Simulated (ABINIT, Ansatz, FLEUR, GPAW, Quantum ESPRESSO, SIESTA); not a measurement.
## Code comparison for NiSb (P6_3/mmc, 8 atoms in the cell)

Self-consistent single point.

```yaml
crystal:
  lattice:
    - [3.60158, 0.00000, 0.00000]
    - [-1.80079, 3.11906, 0.00000]
    - [0.00000, 0.00000, 12.15039]
  atoms:
    - { symbol: Ni, position: [0.33333, 0.66667, 0.12500], spin: 2.0 }
    - { symbol: Ni, position: [0.66667, 0.33333, 0.62500], spin: 2.0 }
    - { symbol: Ni, position: [0.66667, 0.33333, 0.87500], spin: 2.0 }
    - { symbol: Ni, position: [0.33333, 0.66667, 0.37500], spin: 2.0 }
    - { symbol: Sb, position: [0.00000, 0.00000, 0.00000] }
    - { symbol: Sb, position: [0.00000, 0.00000, 0.50000] }
    - { symbol: Sb, position: [0.33333, 0.66667, 0.75000] }
    - { symbol: Sb, position: [0.66667, 0.33333, 0.25000] }
```
(The spins are starting values, not results.)

All programs got the same cell, k-point mesh and kind of occupations, and the same starting moments (in Ansatz's words: kpoints.mp_grid.grid = 4 4 1; magnetization.spin_polarized = true; scf.occupations.method = gaussian; scf.occupations.width = 0.136 eV); potentials, basis and cutoffs are each program's usual ones.

```tsv
code	model	pressure (GPa)	largest force (eV/Å)	k-points	cutoff
Quantum ESPRESSO	PBE, PSlibrary ultrasoft (PBE) pseudopotentials	7.81	0.606	4	50 Ry
FLEUR	PBE, all-electron FLAPW (FLEUR), scalar-relativistic valence	–	0.587	4	Kmax 3.5 1/bohr
Ansatz	PBE, PAW files	7.89	0.589	4	default
SIESTA	GGA PBE, numerical atomic orbitals DZP, PseudoDojo PBE standard norm-conserving potentials (rewritten from UPF to PSML)	6.32	0.703	11	grid 350 Ry
ABINIT	PBE, PAW (JTH v2.0 PBE PAW)	3.47	0.575	4	816 eV
GPAW	PBE, GPAW PAW datasets PBE (gpaw-data 1.0.1)	7.82	0.603	4	800 eV
```

A dash marks a value that a program does not give, or that is left out as unsure.

The spread over the programs that give each value: pressure within 4.42 GPa; largest force within 0.128 eV/Å.

The starting cell was generated: these elements placed on a structure prototype, without a prior relaxation; it need not be a known phase or ordering of this composition. Its lattice was rescaled by a random factor within 2.5 % of one. On Ansatz's run: Spin-orbit coupling is off. The starting moments vanished: the run ended non-magnetic, which need not be the lowest state. The program warned that a starting moment was not kept. In the base run, with a pressure of about 8 GPa the cell is away from its equilibrium volume at this level. Without a gap this mesh is coarse (it stands for a supercell whose shortest vector is 12 Å).

Q: Why do the programs differ, and what cannot be compared?

A: Differences of this kind can come from the potentials, where these differ, and from what each basis and cutoff leave unconverged. The valence holds different numbers of electrons (Quantum ESPRESSO 60, FLEUR 124, Ansatz (a quantum-chemistry and plane-wave program) 132, SIESTA 132, ABINIT 132, GPAW 124). The zero of total energies and Fermi levels follows the potentials and each program's conventions, so they are not compared here. SIESTA uses small atom-centred bases, whose incompleteness enters pressures, forces and empty levels differently from a plane-wave cutoff. FLEUR treats all electrons, but the usual bases taken here (sphere radii, linearisation, local orbitals, empty states) were not tested for convergence, so the values are no reference for the others. Ansatz's pressure is given at a fixed set of plane waves, as the other plane-wave codes print theirs; with its correction for the finite basis it is 7.94 GPa. The programs reduce the same mesh by symmetry to different extents, which changes the work and not the result. In the pressure, SIESTA (by 1.50) and ABINIT (by 4.34) lie more than 1 GPa from the median of the plane-wave programs. In the force vectors, SIESTA (by 0.107) lies more than 0.08 eV/Å from the median of the plane-wave programs.

The shared mesh is coarse (it stands for a supercell whose shortest vector is 12 Å), so the values are not converged in it.

Left out of this page: Elk (not drawn, or without a comparable value).

Keys are those of Ansatz 0.2.
